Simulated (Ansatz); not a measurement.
**GePd (model structure, started from the CoSn type, P6/mmm, No. 191, 6 atoms in the cell): properties by level of theory**

```tsv
level (code)	lattice parameter a (Å)	lattice parameter c (Å)	cohesive energy (eV/atom)
LDA (Ansatz)	5.455	3.946	5.06
PBE (Ansatz)	5.608	4.020	3.92
PBEsol (Ansatz)	5.496	3.988	4.53
PBE-D3(BJ) (Ansatz)	5.533	3.983	4.37
r²SCAN (Ansatz)	5.546	3.988	4.13
r²SCAN+rVV10 (Ansatz)	5.518	3.982	4.39
```

Caveats: a distance lies near a switch of the dispersion term, which can move the cell (PBE-D3(BJ)). Ansatz's density-functional and Hartree–Fock values are scalar-relativistic unless marked +SOC, with PAW data made under PBE.

The crystal itself was run without spin with LDA, PBE, PBEsol, PBE-D3(BJ), r²SCAN, r²SCAN+rVV10; a magnetic state was not tried in these runs.

Free atoms are spin-polarised, in the lowest state found; at levels without +SOC their spin–orbit coupling is left out.

Computed values are for the static lattice.

A model structure was made by putting elements into a prototype or built by hand; it is no filed structure, need not be a known phase, and can be a saddle point held by its symmetry.

Ansatz is a first-principles code.
